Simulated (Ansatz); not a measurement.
NiO (model structure, started from the alpha GeTe type, Fm-3m, No. 225, 2 atoms in the cell)

These are r²SCAN (plane waves, PAW; Ansatz, a quantum-chemistry and plane-wave program) values and carry that method's errors.

Run with plane-wave cutoff 500 eV, 16×16×16 k mesh, Fermi–Dirac smearing 0.05 eV, spin-polarised with parallel moments, scalar-relativistic PAW data made under PBE.

Cell (relaxed at this level):

```cif
data_NiO
_chemical_formula_sum 'Ni1 O1'
_space_group_name_H-M_alt 'P 1'
_space_group_IT_number 1
_cell_length_a 2.96182
_cell_length_b 2.96182
_cell_length_c 2.96182
_cell_angle_alpha 60.000
_cell_angle_beta 60.000
_cell_angle_gamma 60.000
loop_
_space_group_symop_operation_xyz
  'x, y, z'
loop_
_atom_site_label
_atom_site_type_symbol
_atom_site_fract_x
_atom_site_fract_y
_atom_site_fract_z
_atom_site_occupancy
Ni1 Ni 0.75000 0.75000 0.75000 1
O1 O 0.25000 0.25000 0.25000 1
```

```
Property                       Result
--------  ---------------------------
band gap  0.82 eV (on the SCF k mesh)
```

Note: the magnetic order was assumed, not searched for or taken from measurement; a magnet's gap depends somewhat on the PAW data.

A model structure was made by putting elements into a prototype or built by hand; here it ended with the formula and space group of a phase in our tables.
